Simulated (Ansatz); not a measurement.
The reference is HfN in the rock salt structure (space group Fm-3m, No. 225; a = 4.502 Å).

Modification: a fraction x = 0.75 of the Hf sites is given to Ta, ordered in a cell of 8 atoms (starting symmetry Pmmm) and fully relaxed.

The other end (x = 1) is TaN in the rock salt structure (space group Fm-3m, No. 225): 10.47 Å³/atom, gap zero; this end may not be an ambient phase.

Levels (all Ansatz, a quantum-chemistry and plane-wave program, PAW): PBEsol (420 eV, no spin-orbit coupling); r2SCAN (500 eV, no spin-orbit coupling).

The geometry is relaxed with PBEsol.

PBEsol pressure: 0.0 GPa

**Question.** How does going to r2SCAN change the pressure?

**Answer.** The pressure goes from zero to 5.1 GPa.

Single points use the geometry relaxed with PBEsol. Their cutoffs differ, which shifts pressures a little. Each cell is one ordered arrangement of few atoms, which overstates ordering effects compared with a random alloy. Whether these cells are dynamically stable was not tested. All final runs are without spin polarisation. An odd electron count without spin: HfTa3N4 and HfN. This is not the structure that TaN has at room temperature and ambient pressure.
